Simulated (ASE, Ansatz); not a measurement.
composition Na3Si6B5O21, cell Na6Si12B10O42, first heated far above this temperature, then brought to it, at a temperature that wasn't checked against the liquidus, so perhaps supercooled [in the CHGNet run: some atoms moved, others hardly; mean temperature 1150 K (target 1170 K); density 2.01 g/cm³, volume +6 % from the start cell's], 1170 K. 6 frames were taken from MD with the machine-learned potential CHGNet 0.3.0 (ASE) and computed both with PBE run with Ansatz (a program for electronic structure) and with the machine-learned potential CHGNet 0.3.0.

```json
{
 "plane_wave_cutoff": "420 eV",
 "k-points": "Γ only",
 "Fermi-Dirac width": "0.101 eV",
 "spin": "not polarised; no spin-orbit coupling"
}
```

The cell was prepared with CHGNet: 80 FIRE steps from the random lattice; melt: 1200 steps of 1.0 fs, 2210 K, NVT (Langevin); cool: 300 steps of 1.0 fs, 2210 to 1494 K, NVT (Langevin); cool: 400 steps of 1.5 fs, 1494 to 1170 K, Langevin with a Berendsen-type barostat every 10 steps; settle: 800 steps of 1.5 fs, 1170 K, Langevin with a Berendsen-type barostat every 10 steps; hold: 300 steps, 1170 K, NVT (Langevin) at the mean cell. The atoms began on random sites, so units and networks may differ from a laboratory melt's. On the run's last frame a denser k-mesh moved the forces by 0.006 eV/Å rms, the static pressure by 0.00 GPa and the free energy by -1 meV/atom, which is about how far such values are converged.

How well does the machine-learned potential reproduce the DFT forces, energies and pressure here?


* **rms force component in DFT**: 1.59 eV/Å
* **rms force difference, CHGNet less DFT**: 0.239 eV/Å
* **relative force difference**: 15 %
* **slope of CHGNet against DFT forces**: 0.96
* **rms difference of relative energies**: 2.8 meV/atom
* **spread of DFT energies over the frames**: 14.4 meV/atom
* **static pressure, CHGNet less DFT**: -0.13 GPa
* **force difference by element**: B 0.357, Na 0.123, O 0.184, Si 0.317 eV/Å
Forces are off by 15 % of their rms size. The potential was trained on another code's PBE and PBE+U relaxation paths of database crystals (MPtrj), so part of the difference is that of settings: a denser k-mesh moves the DFT forces of one frame by 0.006 eV/Å rms and its pressure by 0.00 GPa.
